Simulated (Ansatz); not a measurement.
Pressure series in HfO2

Take HfO$_{2}$ in the fluorite structure (space group Fm-3m, No. 225; a = 5.0010 Å) as the base.

Cell and atoms are relaxed at each pressure.

All numbers come from LDA/PAW in Ansatz (a program for electronic structure), scalar-relativistic without spin-orbit coupling.

```tsv
variant	volume per atom	electron mass	band gap
base	10.42 Å³	1.1 mₑ along k, 0.68 mₑ across (at X)	3.66 eV
pressure −2 GPa	10.50 Å³	1.1 mₑ along k, 0.69 mₑ across (at X)	3.65 eV
pressure 0.9 GPa	10.39 Å³	1.1 mₑ along k, 0.68 mₑ across (at X)	3.67 eV
pressure 2.1 GPa	10.35 Å³	1.1 mₑ along k, 0.68 mₑ across (at X)	3.68 eV
pressure 4.5 GPa	10.26 Å³	–	3.70 eV
pressure 9 GPa	(withheld)	(withheld)	(withheld)
pressure 15 GPa	9.93 Å³	1.0 mₑ along k, 0.66 mₑ across (at X)	3.77 eV
pressure 22.5 GPa	9.73 Å³	1.0 mₑ along k, 0.66 mₑ across (at X)	3.82 eV
pressure 30 GPa	9.54 Å³	0.99 mₑ along k, 0.65 mₑ across (at X)	3.86 eV
```

### Question
Complete the table.

### Answer

- pressure 9 GPa, volume per atom: 10.12 Å³
- pressure 9 GPa, electron mass: 1.1 mₑ along k, 0.67 mₑ across (at X)
- pressure 9 GPa, band gap: 3.73 eV

Spin-orbit coupling, missing from the scalar runs, can matter with Hf. Load acts through the strain it causes; cell and atoms are relaxed under it. Effective masses come from finite differences of ±0.01 Å⁻¹. Along k means along the line from Γ to the band edge. Stability against distortions was not tested. Competing high-pressure phases were not computed. This is not the structure that HfO2 has at room temperature and ambient pressure.
